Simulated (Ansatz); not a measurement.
SrTiO3 under load (space group Pm-3m), PBEsol with spin-orbit coupling, rigid bands (Ansatz, an electronic-structure program). Condition of this run: hydrostatic pressure 5 GPa (the target of the relaxation). Band gap 1.88 eV, N_c = 5.29e19 cm⁻³ and N_v = 2.23e20 cm⁻³ at 300 K, conductivity masses of 0.634 mₑ (electrons) and 1.82 mₑ (holes). Take k_BT = 0.02585 eV.

### Question
What built-in voltage has an abrupt junction with N_A = 1e17 and N_D = 1e18 cm⁻³, all dopants ionised?

### Answer
V_bi = E_g/e − (k_BT/e) ln(N_c N_v/(N_A N_D)) = 1.88 − 0.02585 × 11.68 = 1.58 V, for the computed gap.

### Question
Find the intrinsic carrier density and the intrinsic Fermi level.

### Answer
n_i = √(N_c N_v) exp(−E_g/2k_BT) = 1.09e20 × exp(−36.36) = 1.8e4 cm⁻³. The level lies (k_BT/2) ln(N_v/N_c) = 19 meV from mid-gap (positive towards the conduction band). Each 0.1 eV added to the gap lowers n_i by a factor of 6.9.

### Question
What thermal injection velocity √(2k_BT/πm) limits a ballistic channel?

### Answer
6.76e6 cm/s for electrons and 3.99e6 cm/s for holes, a ratio of √(m_h/m_e) = 1.69, for dilute carriers.

Rigid bands with the computed gap; masses take one relaxation time for all states.
